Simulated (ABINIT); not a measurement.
Input and output of a self-consistent single point for Mg (P-3m1, 2 atoms in the cell) (ABINIT).

Method: LDA (PW92), PAW (JTH v2.0 LDA PAW) (plane waves; ABINIT 10.0.3).

```
CELL_PARAMETERS angstrom
      1.60018    -2.77160     0.00000
      1.60018     2.77160     0.00000
      0.00000     0.00000     5.19437
ATOMIC_POSITIONS crystal
  Mg 0.33333 0.66667 0.25963
  Mg 0.66667 0.33333 0.75000
```

Reference input (self-consistent single point, DFT, LDA (PW92), plane waves, PAW (JTH v2.0 LDA PAW)): pseudos = [Mg.LDA_PW-JTH.xml]; ecut = 20 Ha; pawecutdg = 40 Ha; pawxcdev = 0; occopt = 3; tsmear = 0.1 eV; ngkpt = 6 6 3; nshiftk = 1; shiftk = 0 0 0; potentials = JTH v2.0 LDA PAW; nband = 15; kptopt = 2. This run's input differs from it in these lines:

```diff
@@ -21,3 +21,3 @@
 tsmear 0.1 eV
-nband 15
+nband 11
 kptopt 2
```

Log, with long lists cut:

```
--- !BeginCycle
solver: {iscf: 17, nstep: 50, nline: 4, wfoptalg: 10, }
tolerances: {tolvrs: 1.00E-11, }
...

     iter   Etot(hartree)      deltaE(h)  residm     nres2
 ETOT  1  -126.34848237400    -1.263E+02 4.003E+00 4.770E-01
 ETOT  2  -126.97416139006    -6.257E-01 6.511E-03 1.074E-01
 ETOT  3  -126.97429650242    -1.351E-04 1.444E-03 2.967E-02
 ETOT  4  -126.97432792230    -3.142E-05 1.133E-04 2.734E-04
 ETOT  5  -126.97432848033    -5.580E-07 2.550E-05 5.947E-05
   [... 41 lines left out ...]
 ETOT 47  -126.97432876028    -6.452E-10 5.202E-08 2.115E-08
 ETOT 48  -126.97432876081    -5.316E-10 5.327E-08 1.795E-08
 ETOT 49  -126.97432876126    -4.458E-10 4.021E-08 8.590E-09
 ETOT 50  -126.97432876169    -4.324E-10 4.281E-08 7.723E-09

 Cartesian components of stress tensor (hartree/bohr^3)
  sigma(1 1)=  8.09233904E-05  sigma(3 2)= -4.65218859E-08
  sigma(2 2)=  8.09249222E-05  sigma(3 1)=  7.58878068E-09
  sigma(3 3)=  6.85861060E-05  sigma(2 1)= -2.35929399E-11
 scprqt:  WARNING -
  nstep=   50 was not enough SCF cycles to converge;
  density residual=  7.723E-09 exceeds tolvrs=  1.000E-11

 ----iterations are completed or convergence reached----

 reduced coordinates (array xred) for    2 atoms
       0.333333331882      0.666666663757      0.259625998868
       0.666666663757      0.333333331882      0.749999996724
   [... lines left out ...]
 Fermi (or HOMO) energy (hartree) =   0.15557   Average Vxc (hartree)=  -0.30968
 Fermi (or HOMO) energy (eV) =   4.23334   Average Vxc (eV)=  -8.42682
   [... lines left out ...]
 Eigenvalues (   eV  ) for nkpt=  56  k points:
 prteigrs : prtvol=0 or 1, do not print more k-points.

--- !EnergyTerms
kinetic             :  6.92788526081830E+00
hartree             :  3.04142781750744E+01
xc                  : -2.33961321810352E+00
Ewald energy        : -5.36961628234841E+01
psp_core            :  1.39777145397278E+00
local_psp           : -9.27312846173058E+01
internal            : -1.26972895262820E+02
'-kT*entropy'       : -1.43390673045196E-03
total_energy        : -1.26974329169550E+02
total_energy_eV     : -3.45514721139863E+03
...

-Cartesian components of stress tensor (GPa)         [Pressure= -2.2599E+00 GPa]
- sigma(1 1)=  2.38084794E+00  sigma(3 2)= -1.36872091E-03
- sigma(2 2)=  2.38089301E+00  sigma(3 1)=  2.23269598E-04
- sigma(3 3)=  2.01787257E+00  sigma(2 1)= -6.94128140E-07

 Calculation completed.
```

The run ended unconverged after 50 iterations. 

The starting cell has typed, rounded lattice constants, without a prior relaxation at this level. Its lattice was rescaled by up to half a per cent. One atom was moved a little off its site on purpose.

Cost on one core of a shared machine: roughly 70 s.
